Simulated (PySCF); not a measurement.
PySCF 2.14.0, PBE/def2-svp, df: In(H)(F)(Br) ([F][InH][Br]), 4 atoms. The geometry is a generated start, not checked to be a minimum at this level.

| Property | Result |
|---|---|
| task | energy |
| method | pbe |
| basis | def2-svp |
| two-electron scheme | density fitting |
| mol.max_memory | 3000 MB |
| mf.max_cycle | 100 |
| mf.init_guess | minao (default) |
| mf.DIIS | CDIIS (default) |
| mf.diis_space | 8 (default) |
| mf.conv_tol | 1e-09 (default) |
| mf.grids.level | 3 (default) |
| effective core potentials | those of the basis set, past Kr |
| basis functions | 77 |
| grid points | 66368 |

```xyz
4

In    -0.1608    -0.0653    -0.1146
H     -1.4680    -0.4521    -1.1036
F      0.3320     1.8230    -0.2083
Br     1.2969    -1.3056     1.4265
```

One run each on 2 threads, 1 BLAS thread. Values of level_shift (Hartree) tried: 0 (default), 0.1, 0.3, 1.

### Question
How does the count of Fock builds change with level_shift (Hartree), and where is it least?

### Answer
Fewest Fock builds, within one of each other: 0 (default) with 14, 0.1 with 14. The count rises to 46 at 1. All converge to one solution.

```json
[
 {"level_shift (Hartree)": "0 (default)", "Fock builds": "14", "end": "same solution"},
 {"level_shift (Hartree)": "0.1", "Fock builds": "14", "end": "same solution"},
 {"level_shift (Hartree)": "0.3", "Fock builds": "17", "end": "same solution"},
 {"level_shift (Hartree)": "1", "Fock builds": "46", "end": "same solution"}
]
```
